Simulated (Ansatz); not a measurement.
SrZrO3 (Imma, No. 74, 10 atoms in the cell; start mp-1080575; a measured phase of this formula has another space group), treated with PBEsol+SOC (plane waves, PAW; Ansatz, an electronic-structure program).

Settings: plane-wave cutoff 520 eV, 8×8×8 k mesh, Fermi–Dirac smearing 0.01 eV, PAW data made under PBE.

Cell (relaxed with PBEsol):

```xyz
10
Lattice="-2.8978 4.0673 2.9067 2.8978 -4.0673 2.9067 2.8978 4.0673 -2.9067" Properties=species:S:1:pos:R:3 pbc="T T T"
Sr     2.8978     2.0337    -0.0690
Sr     0.0000     2.0337     2.9757
Zr     0.0000     4.0673     0.0000
Zr     0.0000     0.0000     0.0000
O      2.8978     2.0337     2.4107
O      0.0000     2.0337     0.4961
O      1.4489    -0.3840     1.4534
O      1.4489     4.4513     1.4534
O     -1.4489     4.4513     1.4534
O      1.4489     3.6834    -1.4534
```

### Question
Predict the band gap.

### Answer

band gap: 3.59 eV (on the SCF k mesh)

The computed numbers hold no vibrational or temperature effects.

It cost about 7 core-minutes (a rough figure) of CPU time.

A start named mp-… is a Materials Project structure, which need not be a measured phase.
